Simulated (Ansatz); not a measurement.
Start from a 16-atom supercell of Mg in the hcp (Mg type) structure (space group P6_3/mmc, No. 194; a = 3.1731 Å, c = 5.1827 Å) at its relaxed geometry.

Computed with Ansatz (a quantum-chemistry and plane-wave program), r2SCAN, PAW, cutoff 500 eV, without spin-orbit coupling.

For the base:

```
Item       Result
--------  -------
Pressure  0.0 GPa
```

Modification: a neutral Li interstitial (started 2.24 Å from the nearest host atom), atoms relaxed at fixed cell, starting from a slightly rattled geometry.

Q: Predict the new final site of the added atom.

A: The final site of the added atom is 8 Mg at 2.50–3.17 Å.

Q: What happens to the pressure?

A: The pressure goes from zero to 2.6 GPa.

Q: How does this affect the largest displacement of a host atom from its site in the perfect cell?

A: The largest displacement of a host atom from its site in the perfect cell comes out as 0.61 Å.

In so small a cell the defect repeats every few ångströms: this is an ordered compound, not a dilute defect. The defect cell is not spin-polarised.
